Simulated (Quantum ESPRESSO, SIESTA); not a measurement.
A Quantum ESPRESSO input for a self-consistent single point of Sc (P6_3/mmc, 4 atoms in the cell) (DFT, LDA (PZ), plane waves, GBRV 1.5 ultrasoft (LDA) pseudopotentials):

```fortran
&control
 calculation = 'scf'
 prefix = 'sc'
 outdir = './work'
 pseudo_dir = './'
 verbosity = 'high'
 tprnfor = .true.
 tstress = .true.
/
&system
 ibrav = 0
 nat = 4
 ntyp = 1
 ecutwfc = 50
 ecutrho = 400
 occupations = 'smearing'
 smearing = 'fd'
 degauss = 0.0073499
/
&electrons
 conv_thr = 1e-10
/
ATOMIC_SPECIES
Sc    44.9559  sc_lda_v1.uspp.F.UPF
ATOMIC_POSITIONS crystal
Sc    0.00000000    0.00000000    0.00000000
Sc    0.00000000    0.00000000    0.50000000
Sc    0.33333333    0.66666667    0.25000000
Sc    0.66666667    0.33333333    0.75000000
K_POINTS automatic
8 8 3  0 0 0
CELL_PARAMETERS angstrom
   3.22197431     0.00000000     0.00000000
  -1.61098715     2.79031160     0.00000000
   0.00000000     0.00000000    10.36672300
```

Task: Translate this input to SIESTA.

Result: One input that does it (others would too):

```
# files in the folder: Sc.psml (PseudoDojo LDA standard)
SystemName  Sc
SystemLabel Sc

NumberOfAtoms                4
NumberOfSpecies              1
%block ChemicalSpeciesLabel
  1 21 Sc
%endblock ChemicalSpeciesLabel
LatticeConstant              1.0 Ang
%block LatticeVectors
     3.221975000    0.000000000    0.000000000
    -1.610987000    2.790311000    0.000000000
     0.000000000    0.000000000   10.366723000
%endblock LatticeVectors
AtomicCoordinatesFormat      Ang
%block AtomicCoordinatesAndAtomicSpecies
     0.000000000    0.000000000    0.000000000  1
     0.000000000    0.000000000    5.183361500  1
    -0.000001278    1.860208263    2.591680750  1
     1.610989278    0.930102737    7.775042250  1
%endblock AtomicCoordinatesAndAtomicSpecies

XC.functional                LDA
XC.authors                   PW92
PAO.BasisSize                DZP
PAO.EnergyShift              0.01 Ry
MeshCutoff                   300 Ry
%block kgrid.MonkhorstPack
    8   0   0  0.0
    0   8   0  0.0
    0   0   3  0.0
%endblock kgrid.MonkhorstPack
OccupationFunction           FD
ElectronicTemperature        100.0 meV

MaxSCFIterations             150
SCF.Mixer.Method             Pulay
SCF.Mixer.Weight             0.25
SCF.Mixer.History            6
SCF.DM.Tolerance             1.0E-04
Diag.ParallelOverK           true
WriteForces                  true
```

Basis, cutoffs, solver keys and any potentials are the target program's own. This input uses DFT, LDA PW92, numerical atomic orbitals DZP, PseudoDojo LDA standard norm-conserving potentials (rewritten from UPF to PSML). LDA parametrisations can differ slightly between programs. Both were run: pressure -2.01 GPa in Quantum ESPRESSO and -3.62 in SIESTA.

On SIESTA: the starting cell was generated: these elements placed on a structure prototype, without a prior relaxation; it need not be a known phase or ordering of this composition. Its lattice was rescaled by a random factor within 2.5 % of one. Values carry the incompleteness of an atom-centred basis. With a pressure of about -4 GPa the cell is away from its equilibrium volume at this level.

On Quantum ESPRESSO: the starting cell was generated: these elements placed on a structure prototype, without a prior relaxation; it need not be a known phase or ordering of this composition. Its lattice was rescaled by a random factor within 2.5 % of one.
